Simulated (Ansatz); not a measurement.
Where the default PAW files enter, the runs use the earlier of Ansatz's two default sets.

The decay constant κ of evanescent states in the gap governs leakage through a thin film.

Input:

```
SrTiO3
1.0
    3.99095     0.00000     0.00000
    0.00000     3.99095     0.00000
    0.00000     0.00000     3.99095
Sr Ti O
1 1 3
Cartesian
  0.00000   0.00000   0.00000
  1.99548   1.99548   1.99548
  1.99548   0.00000   1.99548
  0.00000   1.99548   1.99548
  1.99548   1.99548   0.00000
```

Space group of this cell: Pm-3m, cubic perovskite. The cell is strained (all lengths scaled by 1.02); by r2SCAN its mean pressure is -10.4 GPa.

Transport runs along the normal of the first two printed cell vectors, the (001) plane of the conventional cell.

No gap correction and no spin-orbit coupling; mid-gap is the computed energy nearest the middle.

Task: Estimate the band gap and the smallest decay constant κ at mid-gap that Ansatz (an electronic-structure program) with r2SCAN returns for this system.

Result: Gap 2.12 eV on a 8×8×8 mesh; κ = 0.254 1/Å, at the zone centre.
